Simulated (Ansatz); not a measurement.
**CsCl-type TiOs**

These are r²SCAN (PAW; Ansatz, a first-principles code) values and carry that method's errors.

Run with plane-wave cutoff 500 eV, 18×18×18 k mesh, Fermi–Dirac smearing 0.1 eV, no spin polarisation, scalar-relativistic PAW data made under PBE.

Cell (relaxed at this level):

```cif
data_OsTi
_chemical_formula_sum 'Ti1 Os1'
_space_group_name_H-M_alt 'P 1'
_space_group_IT_number 1
_cell_length_a 3.08059
_cell_length_b 3.08059
_cell_length_c 3.08059
_cell_angle_alpha 90.000
_cell_angle_beta 90.000
_cell_angle_gamma 90.000
loop_
_space_group_symop_operation_xyz
  'x, y, z'
loop_
_atom_site_label
_atom_site_type_symbol
_atom_site_fract_x
_atom_site_fract_y
_atom_site_fract_z
_atom_site_occupancy
Ti1 Ti 0.50000 0.50000 0.50000 1
Os1 Os 0.00000 0.00000 0.00000 1
```

For CsCl-type TiOs, the band gap comes out as zero (no gap).

Spin–orbit coupling is not included.

The computed numbers hold no vibrational or temperature effects.
